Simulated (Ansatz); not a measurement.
Results of LDA in Ansatz (plane waves, PAW) for Zr₂AlC (P6₃/mmc, No. 194, 8 atoms in the cell; start mp-3886).

Settings: plane-wave cutoff 520 eV, 18×18×4 k mesh (along the axes of the cell as run), Fermi–Dirac smearing 0.05 eV, scalar-relativistic PAW data made under PBE.

Cell (relaxed at this level):

Space group P6₃/mmc (No. 194); a = b = 3.270 Å, c = 14.400 Å, α = β = 90.00°, γ = 120.00°

| atom | site | symmetry | x | y | z |
|---|---|---|---|---|---|
| Zr | 4f | 3m. | 0.3333 | 0.6667 | 0.0866 |
| Al | 2d | -6m2 | 0.6667 | 0.3333 | 0.2500 |
| C | 2a | -3m. | 0.0000 | 0.0000 | 0.0000 |

### Question
Predict the bulk modulus B0.

### Answer

- bulk modulus B0 = 137 GPa

The run finds no gap.

Note: the bulk modulus is −V dP/dV from two relaxed cells at ±2 % in volume; the relaxation could not lower the start's symmetry, so the cell can be a saddle point above a distorted one.

Computing time: around 6 core-minutes (rough).

A start named mp-… is a Materials Project structure, which need not be a measured phase.

Ansatz is a program for electronic structure.
